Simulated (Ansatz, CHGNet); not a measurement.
For GePt (model structure, started from the CoSn type, P6/mmm, No. 191, 6 atoms in the cell), the machine-learned potential CHGNet 0.3.0 (trained on PBE and PBE+U data) gives:

| Item | Value |
|---|---|
| lattice parameter a | 5.666 Å |
| lattice parameter c | 3.967 Å |

Problem. What does r²SCAN+rVV10 (PAW; Ansatz, a first-principles code) give for the same quantities?

Solution. 
- lattice constant a: 5.675 Å (grows by 0.2 %)
- lattice parameter c: 3.879 Å (drops by 2.2 %)

Changes are worked out from the printed values.

Unless a cell is named, each level is at its own relaxed cell (CHGNet 0.3.0 18.38, r²SCAN+rVV10 18.03 Å³/atom).

Levels without +SOC leave out spin–orbit coupling, which shifts energies and cells of such heavy elements.

The crystal itself was run without spin with r²SCAN+rVV10; a magnetic state was not tried in these runs.

Ansatz's density-functional and Hartree–Fock values are scalar-relativistic unless marked +SOC, with PAW data made under PBE.

A model structure was made by putting elements into a prototype or built by hand; it is no filed structure, need not be a known phase, and can be a saddle point held by its symmetry.
